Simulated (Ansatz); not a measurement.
System: 1T (CdI2-type) MgI2. Method: PBEsol-D3(BJ) in Ansatz (plane waves, PAW).

Settings: plane-wave cutoff 520 eV, 12×12×6 k mesh (along the axes of the cell as run), Fermi–Dirac smearing 0.01 eV, scalar-relativistic PAW data made under PBE.

Computed at the level's own relaxed cell.

### Question
Estimate the lattice parameter c, lattice parameter a, volume per atom, smallest direct gap on the k points sampled and pressure derivative B′ of the bulk modulus that the calculation returns.

### Answer

lattice parameter c: 6.581 Å
lattice parameter a: 4.059 Å
volume per atom: 31.30 Å³/atom
smallest direct gap on the k points sampled: 3.69 eV
pressure derivative B′ of the bulk modulus: 8.3

Measured, for comparison: lattice parameter c 6.88 Å, lattice constant a 4.14 Å (temperature not stated, copied from a table, unchecked, not corrected to a static lattice; as tabulated in Crystal Structures 1, 239 (1963)). Computed (rounded) less measured: lattice parameter c not scored (unchecked), lattice constant a not scored (unchecked). A static lattice is as a rule a little smaller and stiffer than an uncorrected measurement, which narrows the difference in the lattice constant a and would widen misses of the other sign.

Note: the bulk modulus comes from volumes at which shape and atoms were relaxed.

Spin–orbit coupling is not included; with these elements it can move the gap by several tenths of an eV or more.

Static lattice: no zero-point or thermal effects.

Cost on a shared machine: about 10 core-minutes (a rough figure).

Ansatz is a quantum-chemistry and plane-wave program.
